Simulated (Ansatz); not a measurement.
Effective masses and thermopower of SnC under load (space group F-43m)

Consider the following.

```
CELL_PARAMETERS angstrom
      0.00000     2.53334     2.53334
      2.53334     0.00000     2.53334
      2.53334     2.53334     0.00000
ATOMIC_POSITIONS crystal
  Sn 0.00000 0.00000 0.00000
  C  0.25000 0.25000 0.25000
```

Method: PBE with spin-orbit coupling, rigid bands (plane waves, PAW; Ansatz, a program for electronic structure). Condition of this run: hydrostatic pressure of -2.5 GPa (compression positive) (the target of the relaxation). How the cell was made: cell and atoms relaxed with PBEsol, then loaded as said.

* **band gap**: 0.68 eV
* **electron conductivity mass (300 K, dilute)**: 0.084 mₑ
* **hole conductivity mass (300 K, dilute)**: 0.65 mₑ
* **effective density of states N_c (300 K)**: 5.4e17 cm⁻³
* **effective density of states N_v (300 K)**: 3.8e19 cm⁻³
* **density-of-states mass, electrons**: 0.077 mₑ
* **density-of-states mass, holes**: 1.33 mₑ
* **Seebeck coefficient, n-type 1e19 cm⁻³, 300 K**: -57 μV/K
* **best n-type power factor at 300 K for τ = 10 fs (best axis; densities from 1e16 to 1e21 cm⁻³ tried, whether or not they can be reached)**: 5.1 μW/(cm·K²) at 3e20 cm⁻³
* **Seebeck coefficient, p-type 1e19 cm⁻³, 300 K**: 363 μV/K
* **best p-type power factor at 300 K for τ = 10 fs (best axis; densities from 1e16 to 1e21 cm⁻³ tried, whether or not they can be reached)**: 16.6 μW/(cm·K²) at 3e20 cm⁻³

Rigid bands; masses and Seebeck coefficients take one relaxation time τ for all states and one kind of carrier; polarons and phonon drag are left out. Geometry: cell and atoms relaxed with PBEsol.

Computed structure with no diffraction record at hand here (it may be known, metastable or hypothetical): SnC under load (space group F-43m).
